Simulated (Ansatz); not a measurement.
**Convergence study of the plane-wave cutoff for Ni (Fm-3m, 1 atom in the cell)**

```
CELL_PARAMETERS angstrom
      0.00000     1.75472     1.75472
      1.75472     0.00000     1.75472
      1.75472     1.75472     0.00000
ATOMIC_POSITIONS crystal
  Ni 0.00000 0.00000 0.00000
```
Moments meant for the start (each program seeds them in its own way; μB, in the order of the atoms Ni): 1.0.

Method of the run: PBE (plane waves, PAW; Ansatz, an electronic-structure program).

Base settings: basis.ecutwfc = 30.9 Ry; kpoints.mp_grid.grid = 16 16 16; hamiltonian.xc = pbe; hamiltonian.pseudopotentials = {kind: paw} (the program's default PAW files); magnetization.spin_polarized = true; scf.occupations.method = gaussian; scf.occupations.width = 0.0073 Ry.

The second cell is the first with its lattice scaled by 0.98.

The mesh stays at the base's, so the ladder's end is converged at best in this setting alone.

The first pressure column holds Ansatz's estimate of the finite-basis (Pulay) stress, which hides part of the cutoff error; the other is without it.

Only quantities that move along the ladder and can be compared are tabulated.

The magnetic state is not the same in all runs (site moments differ, or a search went on to a lower state), so steps between rows are not convergence errors alone.

The count of work is k-points × plane waves × bands × iterations; it is no time. 

The starting cell has typed, rounded lattice constants, without a prior relaxation at this level. Its lattice was rescaled by up to half a per cent. With one magnetic atom in the cell only a parallel order is possible.

Steps (basis.ecutwfc): 10.7 Ry; 12.5 Ry; 14 Ry; 15.4 Ry; 16.9 Ry; 18.4 Ry; 21.7 Ry; 24.6 Ry; 27.9 Ry; 30.9 Ry; 33.8 Ry; 37.1 Ry; 41.5 Ry; 46.3 Ry; 54 Ry; 61.7 Ry; 74.2 Ry.

Question: What is the coarsest basis.ecutwfc that holds the pressure within 0.2 GPa of the last step, with all finer ones?

Answer: 27.9 Ry, at 0.23 of the last step's count of work; the step before is off by 0.52 GPa.

Question: What is the coarsest basis.ecutwfc that holds the net moment within 0.02 μB/atom of the last step, with all finer ones?

Answer: 18.4 Ry, at 0.16 of the last step's count of work; the step before is off by 0.036 μB/atom.

Question: What is the coarsest basis.ecutwfc that holds the free energy within 2 meV/atom of the last step, with all finer ones?

Answer: 33.8 Ry, at 0.35 of the last step's count of work; the step before is off by 2.7 meV/atom.

| basis.ecutwfc | free energy less the last step's (meV/atom) | energy of the compressed cell less the first (meV/atom) | pressure (GPa) | pressure without the Pulay estimate (GPa) | net moment (μB/atom) | count of work / last |
|---|---|---|---|---|---|---|
| 10.7 Ry | 105151.25 | 3683.87 | 270.11 | -5488.47 | 0.000 | 0.068 |
| 12.5 Ry | 42393.68 | 262.80 | -81.20 | -2577.65 | 0.000 | 0.079 |
| 14 Ry | 21016.20 | -175.06 | -68.78 | -1402.61 | 0.376 | 0.072 |
| 15.4 Ry | 11067.10 | -139.05 | -28.96 | -810.13 | 0.536 | 0.094 |
| 16.9 Ry | 5436.53 | -32.19 | 6.54 | -442.25 | 0.564 | 0.087 |
| 18.4 Ry | 2526.85 | 78.29 | 10.44 | -230.64 | 0.590 | 0.16 |
| 21.7 Ry | 357.38 | 55.86 | 6.26 | -44.43 | 0.592 | 0.21 |
| 24.6 Ry | 45.19 | 35.17 | 1.81 | -6.86 | 0.599 | 0.32 |
| 27.9 Ry | 4.15 | 32.51 | 1.35 | 0.87 | 0.600 | 0.23 |
| 30.9 Ry | 2.69 | 32.37 | 1.34 | 1.28 | 0.600 | 0.24 |
| 33.8 Ry | 1.82 | 32.31 | 1.32 | 1.21 | 0.600 | 0.35 |
| 37.1 Ry | 0.93 | 32.24 | 1.31 | 1.25 | 0.600 | 0.44 |
| 41.5 Ry | 0.62 | 32.20 | 1.30 | 1.29 | 0.601 | 0.44 |
| 46.3 Ry | 0.42 | 32.18 | 1.30 | 1.27 | 0.601 | 0.52 |
| 54 Ry | 0.15 | 32.16 | 1.29 | 1.29 | 0.601 | 0.71 |
| 61.7 Ry | 0.09 | 32.15 | 1.29 | 1.29 | 0.601 | 0.81 |
| 74.2 Ry | 0.00 | 32.15 | 1.29 | 1.29 | 0.601 | 1.0 |

The energy difference between the two cells stays within 1 meV/atom of the last step's from 27.9 Ry on, the total only from 37.1 Ry on: much of the error is common to both cells and cancels.

At the lowest cutoff the pressure without the Pulay estimate lies 5490 GPa under the last step's, the usual sign of Pulay stress in an incomplete plane-wave basis.

Keys are those of Ansatz 0.2.
